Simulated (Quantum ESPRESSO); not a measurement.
Quantum ESPRESSO is run on Mg2Zn (P-3m1, 6 atoms in the cell), and the run fails. The aim is a self-consistent single point with DFT, PBEsol, plane waves, SSSP 1.1.2 efficiency (PBE) pseudopotentials.

Cell that was meant: a = 3.0540 Å, b = 3.0540 Å, c = 15.0022 Å, α = 90.00°, β = 90.00°, γ = 120.00°.

Part of the input:

```fortran
  nat = 6
  ntyp = 2
  ecutwfc = 50
  ecut_rho = 400
  occupations = 'smearing'
  smearing = 'fd'
  degauss = 0.0073499
```

Output, abridged:

```
     This program is part of the open-source Quantum ESPRESSO suite
     for quantum simulation of materials; please cite

 %%%%%%%%%%%%%%%%%%%%%%%%%%%%%%%%%%%%%%%%%%%%%%%%%%%%%%%%%%%%%%%%%%%%%%%%%%%%%%
     Error in routine  read_namelists (1):
      bad line in namelist &system: "  ecut_rho = 400" (error could be in the previous line)
 %%%%%%%%%%%%%%%%%%%%%%%%%%%%%%%%%%%%%%%%%%%%%%%%%%%%%%%%%%%%%%%%%%%%%%%%%%%%%%

     stopping ...
```

Task: From the messages shown, name the fault and mend the input.

Result: The fault is a keyword that the program does not know. The program does not know a key of this name. To fix it, use the program's own name for the key. The program stopped before any SCF iteration.

An input that runs soundly differs in these lines (not the only fix; some lines may just follow from the change or write a value another way):
```diff
-  ecut_rho = 400
+  ecutrho = 400
```

With that input, the run converged in 11 iterations: free energy E − TS -14329.9111 eV; Fermi level (on the code's own zero) 5.94 eV; pressure -1.72 GPa; largest force (vector length) 0.097 eV/Å (DFT, PBEsol, plane waves, SSSP 1.1.2 efficiency (PBE) pseudopotentials).

On the sound input: the starting cell comes from a database of computed structures (which also holds hypothetical and non-ambient phases and stackings), without a prior relaxation at this level.
